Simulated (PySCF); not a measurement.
PySCF 2.14.0, unrestricted TPSSH/def2-svpd, df: W(O)(Cl)4 cation ([O]=[W]([Cl])([Cl])([Cl])[Cl]), charge +1, multiplicity 2, 6 atoms. The geometry is a generated start, not checked to be a minimum at this level.

* **task**: energy
* **method**: tpssh
* **basis**: def2-svpd
* **two-electron scheme**: density fitting
* **mol.max_memory**: 3000 MB
* **mf.max_cycle**: 100
* **mf.init_guess**: minao (default)
* **mf.DIIS**: CDIIS (default)
* **mf.conv_tol**: 1e-09 (default)
* **mf.grids.level**: 3 (default)
* **effective core potentials**: those of the basis set, past Kr
* **basis functions**: 166
* **grid points**: 113912

```xyz
6

W      0.1164    -0.0385    -0.0637
O      1.5302    -0.4845    -0.8341
Cl     0.4122    -0.5310     2.1293
Cl    -1.2290     0.7886    -1.6878
Cl    -1.2372    -1.8554    -0.1058
Cl     0.4074     2.1207     0.5622
```

Charge 1 and multiplicity 2 are set for this test and not shown to be the ground state.

One run each on 2 threads, 1 BLAS thread. Values of diis_space tried: 3, 5, 8 (default), 12, 20.

Question: Which value of diis_space needs the fewest Fock builds, and what happens away from it?

Answer: Fewest Fock builds, within one of each other: 8 (default) with 17, 12 with 17, 20 with 17. The count rises to 19 at 5. The run ends without SCF convergence in 100 cycles at 3.

```tsv
diis_space	Fock builds	end
3	101	no convergence
5	19	same solution
8 (default)	17	same solution
12	17	same solution
20	17	same solution
```
